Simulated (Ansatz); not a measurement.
**Zr3N4 (I-43d, No. 220)**

Calculation: PBE-D3(BJ) (PAW; Ansatz, a quantum-chemistry and plane-wave program).

Settings: plane-wave cutoff 500 eV, 8×8×8 k mesh, Fermi–Dirac smearing 0.05 eV, scalar-relativistic PAW data made under PBE.

Cell (relaxed at this level):

Space group I-43d (No. 220); a = b = c = 6.720 Å, α = β = γ = 90.00°

```csv
atom,site,symmetry,x,y,z
Zr,12a,-4..,0.0000,0.2500,0.3750
N,16c,.3.,0.0698,0.0698,0.0698
```
(The calculation used a cell of 14 atoms; values per cell refer to that cell.)

For Zr3N4 (I-43d, No. 220), the band gap comes out as 0.77 eV (on the SCF k mesh).

Measured, for comparison: band gap 1.6 eV (temperature not stated, no zero-point or thermal correction, N 1s X-ray absorption and emission; sample bears oxygen; as tabulated in Yablonskikh et al. (2013), doi:10.1002/pssa.201330338).

Note: the relaxation could not lower the start's symmetry, so the cell can be a saddle point above a distorted one.

Spin–orbit coupling is not included.

The computed numbers hold no vibrational or temperature effects.

It cost about 2.8 core-minutes (a rough figure) of CPU time.
